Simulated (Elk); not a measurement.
Elk run on MgB2 (P6/mmm, 3 atoms in the cell): self-consistent single point.

Method of the run: LDA (PW92), all-electron FP-LAPW, Elk's shipped species files, APW+lo basis with extra local orbitals run with Elk.

```
CELL_PARAMETERS angstrom
      3.02448     0.00000     0.00000
     -1.51224     2.61927     0.00000
      0.00000     0.00000     3.47686
ATOMIC_POSITIONS crystal
  Mg 0.00000 0.00000 0.00000
  B  0.66667 0.33333 0.50000
  B  0.33333 0.66667 0.50000
```

Reference input (self-consistent single point, DFT, PBEsol, all-electron FP-LAPW, Elk's shipped species files, APW+lo basis with extra local orbitals): xctype = 22; rgkmax = 7.5; stype = 1; swidth = 0.00367493 Ha; ngridk = 11 11 9; gmaxvr = 16 1/bohr; nxlo = 2; lorbcnd = true; rmtscf = 0.85; lmaxi = 3; maxscl = 100. This run's input differs from it in these lines:

```diff
@@ -2,5 +2,2 @@
   0
-
-xctype
-  22
```

The program printed (abridged):

```
│ Self-consistent loop started │
│ Loop number : 1 │
 total energy                :     -249.385563077
│ Loop number : 2 │
 total energy                :     -249.382401858
RMS change in Kohn-Sham potential (target) :   0.1562830945     (  0.1000000000E-05)
Absolute change in total energy (target)   :   0.3161219065E-02 (  0.1000000000E-03)
│ Loop number : 3 │
 total energy                :     -249.217557148
RMS change in Kohn-Sham potential (target) :   0.8856602402E-01 (  0.1000000000E-05)
Absolute change in total energy (target)   :   0.1656350143     (  0.1000000000E-03)
│ Loop number : 4 │
   [... lines left out ...]
Absolute change in total energy (target)   :   0.7314366690E-03 (  0.1000000000E-03)
│ Loop number : 12 │
 total energy                :     -248.789656070
RMS change in Kohn-Sham potential (target) :   0.7256635340E-06 (  0.1000000000E-05)
Absolute change in total energy (target)   :   0.1667369153E-03 (  0.1000000000E-03)
│ Loop number : 13 │
 total energy                :     -248.789671778
RMS change in Kohn-Sham potential (target) :   0.1817127369E-06 (  0.1000000000E-05)
Absolute change in total energy (target)   :   0.2597626752E-04 (  0.1000000000E-03)
Convergence targets achieved

│ Loop number : 14 │

Energies :
 Fermi                       :     0.275671579298
 total energy                :     -248.789674778

Density of states at Fermi energy :    20.25001952
 (states/Hartree/unit cell)

Estimated indirect band gap :   0.4373604528E-02
 from k-point     34 to k-point      6
Estimated direct band gap   :   0.1242370807E-01
 at k-point     34

Charges :
 core                        :    6.000000000
 valence                     :    16.00000000
 interstitial                :    4.874550483
 muffin-tins (core leakage)
  species :    1 (Mg)
   atom    1                 :    10.25927919     ( -0.7371880884E-13)
  species :    2 (B)
   atom    1                 :    3.433085162     (  0.4809911472E-03)
   atom    2                 :    3.433085162     (  0.4809911472E-03)
 total in muffin-tins        :    17.12544952
 total calculated charge     :    21.99754264
 total charge                :    22.00000000
 error                       :   0.2457359146E-02

│ Self-consistent loop stopped │
```

The run converged in 14 iterations. The count includes the last loop, which Elk runs after its targets are met. 

The starting cell comes from a database of computed structures (which also holds hypothetical and non-ambient phases and stackings), without a prior relaxation at this level. Its lattice was rescaled by a random factor within 2.5 % of one. Values depend on the basis (sphere radii, cutoffs, local orbitals), which need not be converged. The log's line on a gap gives a spacing of levels on this mesh, which the program prints for metals too.

Cost on one core of a shared machine: roughly 90 s.
